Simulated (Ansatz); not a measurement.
**Response to strain in BN**

Start from BN in the wurtzite structure (space group P6_3mc, No. 186).

```
BN
1.0
    2.55452     0.00000     0.00000
   -1.27726     2.21228     0.00000
    0.00000     0.00000     4.22456
B N
2 2
Direct
  0.33333   0.66667   0.00019
  0.66667   0.33333   0.50019
  0.33333   0.66667   0.37481
  0.66667   0.33333   0.87481
```

Cartesian axes are those of the cell as printed.

Strains are applied to the cell and any free atomic positions relax; under biaxial strain the out-of-plane vector relaxes too.

Level of theory: Kohn–Sham DFT with the PBE functional, run in Ansatz (a program for electronic structure) with PAW and 420 eV plane waves, no SOC.

| biaxial strain, plane normal [001], relaxed out of plane (%) | out-of-plane strain (%) |
|---|---|
| -3 | 0.35 |
| -2.4 | 0.28 |
| -1.8 | ? |
| -1.2 | 0.14 |
| -0.6 | 0.07 |
| 0 | 0.00 |

Fit ε⊥ = −νε + γε² (strains in %) to the rows shown and predict the withheld row.

Least squares on the printed values gives ν = 0.12 (the biaxial Poisson response) and γ = 0.000 (largest residual 0.00 %); this predicts 0.21 %, and the run gives 0.21 %, in agreement.

Whether these cells are dynamically stable was not tested.
